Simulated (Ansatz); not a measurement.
We consider CaC₆ (R-3m, No. 166, 7 atoms in the cell), described by RPBE in Ansatz (plane waves, PAW).

Run with plane-wave cutoff 520 eV, 16×16×16 k mesh, Fermi–Dirac smearing 0.05 eV, scalar-relativistic PAW data made under PBE.

Cell (relaxed at this level):

Space group R-3m, hexagonal axes (No. 166); a = 4.3637 Å, b = 4.3637 Å, c = 13.7264 Å, α = 90.00°, β = 90.00°, γ = 120.00°

```tsv
atom	site	symmetry	x	y	z
Ca	3a	-3m	0.0000	0.0000	0.0000
C	18g	.2	0.3333	0.3333	0.5000
```
(The calculation used a cell of 7 atoms; values per cell refer to that cell.)

Problem. Give the computed bulk modulus B0.

Solution. 
- bulk modulus B0 = 85.3 GPa

The run finds no gap.

Note: the relaxation could not lower the start's symmetry, so the cell can be a saddle point above a distorted one; the bulk modulus comes from volumes at which shape and atoms were relaxed.

Static lattice: no zero-point or thermal effects.

The result took very roughly 23 core-minutes.

Ansatz is a program for electronic structure.
